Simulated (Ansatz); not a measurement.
Short convergence ladders for LiZn3 (I4mm, 4 atoms in the cell)

```
LiZn3
1.0
    0.00000     3.02014     3.02014
    3.02014     0.00000     3.02014
    3.02014     3.02014     0.00000
Li Zn
1 3
Cartesian
  0.00000   0.00000   0.05000
  1.51007   1.51007   1.51007
  4.53021   4.53021   4.53021
  3.02014   3.02014   3.02014
```

Base method: LDA (PW92), default PAW files made with PBE (plane waves; Ansatz, an electronic-structure program).

Base settings: basis.ecutwfc = 30.9 Ry; kpoints.mp_grid.grid = 8 8 8; hamiltonian.xc = lda; hamiltonian.pseudopotentials = {kind: paw} (the program's default PAW files); scf.occupations.method = gaussian; scf.occupations.width = 0.0073 Ry.

The count of work is k-points × plane waves × bands × iterations; it is no time. 

**The cutoff for other potential files**

Level: DFT, LDA (PW92), plane waves, harder PAW files (source: ansatz) made with PBE.

In this ladder: hamiltonian.pseudopotentials = {kind: paw, source: ansatz}.

The second cell is the first with its lattice scaled by 0.98.

The mesh stays at the base's, so the ladder's end is converged at best in this setting alone.

The first pressure column holds Ansatz's estimate of the finite-basis (Pulay) stress, which hides part of the cutoff error; the other is without it.

Only quantities that move along the ladder and can be compared are tabulated.

```csv
basis.ecutwfc,free energy less the last step's (meV/atom),energy of the compressed cell less the first (meV/atom),pressure (GPa),pressure without the Pulay estimate (GPa),count of work / last
25.7 Ry,5292.70,-1.85,-3.63,-373.83,0.11
31.6 Ry,625.42,-16.54,-4.76,-62.67,0.15
40.1 Ry,19.49,-15.37,-4.88,-7.45,0.21
48.9 Ry,1.54,-15.68,-4.91,-4.97,0.27
57.3 Ry,0.96,-15.69,-4.91,-4.93,0.35
68.7 Ry,0.48,-15.70,-4.92,-4.94,0.46
86 Ry,0.09,-15.70,-4.92,-4.92,0.65
114.7 Ry,0.00,-15.71,-4.92,-4.92,1.0
```

Coarsest basis.ecutwfc that holds the pressure within 1 GPa of the last step, with all finer ones: 31.6 Ry, at 0.15 of the last step's count of work; the step before is off by 1.3 GPa.

Coarsest basis.ecutwfc that holds the pressure without the Pulay estimate within 1 GPa of the last step, with all finer ones: 48.9 Ry, at 0.27 of the last step's count of work; the step before is off by 2.5 GPa.

Coarsest basis.ecutwfc that holds the energy of the compressed cell less the first within 0.5 meV/atom of the last step, with all finer ones: 40.1 Ry, at 0.21 of the last step's count of work; the step before is off by 0.83 meV/atom.

The energy difference between the two cells stays within 1 meV/atom of the last step's from 31.6 Ry on, the total only from 57.3 Ry on: much of the error is common to both cells and cancels.

At the lowest cutoff the pressure without the Pulay estimate lies 369 GPa under the last step's, the usual sign of Pulay stress in an incomplete plane-wave basis.

**The density cutoff**

The second cell is the first with its lattice scaled by 0.98.

The mesh stays at the base's, so the ladder's end is converged at best in this setting alone.

Only quantities that move along the ladder and can be compared are tabulated.

| basis.ecutrho_ratio | free energy less the last step's (meV/atom) | energy of the compressed cell less the first (meV/atom) | pressure (GPa) |
|---|---|---|---|
| 2 | -9.14 | -17.50 | -4.24 |
| 3 | -0.12 | -15.69 | -4.90 |
| 4 | 0.00 | -15.64 | -4.91 |
| 5 | 0.00 | -15.64 | -4.91 |
| 6 | 0.00 | -15.64 | -4.91 |
| 8 | 0.00 | -15.64 | -4.91 |
| 10 | 0.00 | -15.64 | -4.91 |
| 12 | 0.00 | -15.64 | -4.91 |
| 16 | 0.00 | -15.64 | -4.91 |

Coarsest basis.ecutrho_ratio that holds the free energy within 5 meV/atom of the last step, with all finer ones: 3; the step before is off by 9.1 meV/atom.

Coarsest basis.ecutrho_ratio that holds the energy of the compressed cell less the first within 0.5 meV/atom of the last step, with all finer ones: 3; the step before is off by 1.9 meV/atom.

Coarsest basis.ecutrho_ratio that holds the pressure within 0.1 GPa of the last step, with all finer ones: 3; the step before is off by 0.67 GPa.

**The relaxed cell against the cutoff**

On LiZn₃ (Fm-3m, 4 atoms in the cell): atoms on their sites.

In this ladder: relax = cell and atoms.

The mesh stays at the base's, so the ladder's end is converged at best in this setting alone.

Only quantities that move along the ladder and can be compared are tabulated.

| basis.ecutwfc | relaxed volume (Å³/atom) | relaxation steps |
|---|---|---|
| 18.4 Ry | 12.749 | 46 |
| 21.7 Ry | 13.006 | 15 |
| 26.1 Ry | 12.798 | 7 |
| 30.9 Ry | 12.800 | 5 |
| 37.1 Ry | 12.796 | 5 |
| 46.3 Ry | 12.797 | 5 |
| 61.7 Ry | 12.796 | 5 |

Coarsest basis.ecutwfc that holds the relaxed volume within 0.013 Å³/atom of the last step, with all finer ones: 26.1 Ry; the step before is off by 0.21 Å³/atom.

At the lowest cutoff the cell relaxes to a volume 0.4 % smaller than at the highest. Ansatz relaxes on a stress corrected for the finite basis.

On the base run: the starting cell comes from a database of computed structures (which also holds hypothetical and non-ambient phases and stackings), without a prior relaxation at this level. Its lattice was rescaled by up to half a per cent. One atom was moved a little off its site on purpose.

Left out of this page: 1 run of the series failed or unconverged.

Keys are those of Ansatz 0.2.
